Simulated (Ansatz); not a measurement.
Start from ZrO2 (space group P2_1/c, No. 14).

```
CELL_PARAMETERS angstrom
      5.18987     0.00000     0.00000
      0.00000     5.24188     0.00000
     -0.90466     0.00000     5.30184
ATOMIC_POSITIONS crystal
  Zr 0.27576 0.04379 0.21002
  Zr 0.72424 0.54379 0.28998
  Zr 0.72424 0.95621 0.78998
  Zr 0.27576 0.45621 0.71002
  O  0.06497 0.32630 0.35005
  O  0.93503 0.82630 0.14995
  O  0.93503 0.67370 0.64995
  O  0.06497 0.17370 0.85005
  O  0.45100 0.75674 0.47552
  O  0.54900 0.25674 0.02448
  O  0.54900 0.24326 0.52448
  O  0.45100 0.74326 0.97552
```

Cartesian axes are those of the cell as printed.

Computed with PBE in Ansatz (plane waves to 420 eV, PAW, spin-orbit coupling left out).

It is then changed as follows: uniaxial stress, 1 GPa tension along x; all other stress components relax to zero.

Question: How does this affect the strain response?

Answer: The strain response (xx, yy, zz) comes out as (+0.46, −0.16, −0.09) %.

Beyond what the load breaks, stability against distortions was not tested.

Ansatz is a quantum-chemistry and plane-wave program.
